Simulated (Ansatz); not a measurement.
NiAs-type NiSb, treated with HSE06 (Ansatz, a program for electronic structure, plane waves, PAW).

Settings: plane-wave cutoff 500 eV, 12×12×6 k mesh (along the axes of the cell as run), Fermi–Dirac smearing 0.05 eV, no spin polarisation, scalar-relativistic PAW data made under PBE.

Computed at the level's own relaxed cell.

Problem. Estimate the equilibrium volume per atom, equilibrium lattice constant a and lattice parameter c that the calculation returns.

Solution. 
equilibrium volume per atom: 16.86 Å³/atom
equilibrium lattice constant a: 3.898 Å
lattice parameter c: 5.127 Å

Measured, for comparison: lattice constant a 3.946 Å, lattice parameter c 5.148 Å (temperature not stated, not corrected to a static lattice; as tabulated in Wikipedia's data pages). Computed (rounded) less measured: lattice constant a -1.2 %, lattice parameter c -0.4 %. A static lattice is as a rule a little smaller and stiffer than an uncorrected measurement, which narrows the difference in the lattice constant a, lattice parameter c and would widen misses of the other sign.

Note: exact exchange on metals is sensitive to the k mesh and can open a false gap; the run warned that the count of filled bands differs between k points.

Spin–orbit coupling is not included.

The computed numbers hold no vibrational or temperature effects.

The result took around 70 core-minutes (rough).
